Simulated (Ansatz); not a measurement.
**What biaxial strain −2.15 %, plane normal [001], relaxed out of plane does to GaSe**

Base system: GaSe in the beta-GaS type structure (space group P6_3/mmc, No. 194; a = 3.7690 Å, c = 15.9597 Å; layered, stacked along the Cartesian z axis). Axes: x lies along a and z along c of the hexagonal cell.

The change: compressive biaxial strain of 2.15 % in the plane normal to [001], as in epitaxy on a mismatched substrate; the out-of-plane cell vector and the atoms relax.

Calculations: Kohn–Sham DFT with the PBE-D3(BJ) functional, run in Ansatz (a first-principles code) with PAW and 420 eV plane waves, spin-orbit coupling left out. Settings: 10×10×2 k-points, 0.05 eV Fermi–Dirac smearing.

```tsv
quantity	base	changed	shift
volume per atom	24.54 Å³	23.76 Å³	-0.785 Å³
space group	P6_3/mmc (No. 194)	P6_3/mmc (No. 194)	–
shortest interatomic distance	2.444 Å	2.439 Å	-0.0041 Å
band gap	0.87 eV	1.22 eV	+0.35 eV
gap character	direct at Γ	indirect, Γ → M	–
smallest direct gap	0.87 eV	1.38 eV	+0.51 eV
width of the top valence band	2.25 eV	2.18 eV	-0.07 eV
valence-band top at Γ (three highest levels, from the VBM)	0.00, -1.20, -1.20 eV	0.00, -0.85, -0.85 eV	–
valley order (the lowest conduction-band minima on the path, energy above the VBM, named in the base's zone)	Γ 0.87 eV; M (1/2, 0, 0) 1.02 eV; K (1/3, 1/3, 0) 1.43 eV	M (0, 1/2, 0) 1.22 eV; Γ 1.38 eV; K (-1/3, -1/3, 0) 1.44 eV	–
out-of-plane strain	–	+1.10 %	–
ratio −ε⊥/ε∥	–	0.51	–
mean in-plane stress (compression positive)	–	+2.6 GPa	–
```

Stability against distortions was not tested.
